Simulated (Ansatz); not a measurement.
The parent structure is InAgTe2 in the chalcopyrite structure (space group I-42d, No. 122).

```
CELL_PARAMETERS angstrom
     -3.28433     3.28433     6.49971
      3.28433    -3.28433     6.49971
      3.28433     3.28433    -6.49971
ATOMIC_POSITIONS crystal
  In 0.50000 0.50000 0.00000
  In 0.25000 0.75000 0.50000
  Te 0.37500 0.36941 0.49441
  Te 0.63059 0.12500 0.00559
  Te 0.87500 0.88059 0.50559
  Te 0.11941 0.62500 0.99441
  Ag 0.00000 0.00000 0.00000
  Ag 0.75000 0.25000 0.50000
```

Cartesian axes are those of the cell as printed.

Method: PBE/PAW in Ansatz (a quantum-chemistry and plane-wave program), without spin-orbit coupling.

One thing is altered: every lattice vector is shortened by 2.25 %; the atoms relax in the strained cell.

Problem. Predict the stress tensor and what it implies for the stiffness.

Solution. Stress of the strained cell less that of the base (GPa, compression positive):
```
   2.98    0.00    0.00
   0.00    2.98    0.00
   0.00    0.00    2.98
```

Then B = −ΔP/(ΔV/V₀) with ΔV/V₀ = -0.0660 gives secant stiffness values (nonlinear terms included at this strain): B (at held cell shape, above the free-shape value) ≈ 45 GPa.

As a check, the harmonic strain energy −½ V₀ Δσ:ε is 22 meV/atom; the computed energy rise is 20 meV/atom.

Whether these cells are dynamically stable was not tested.
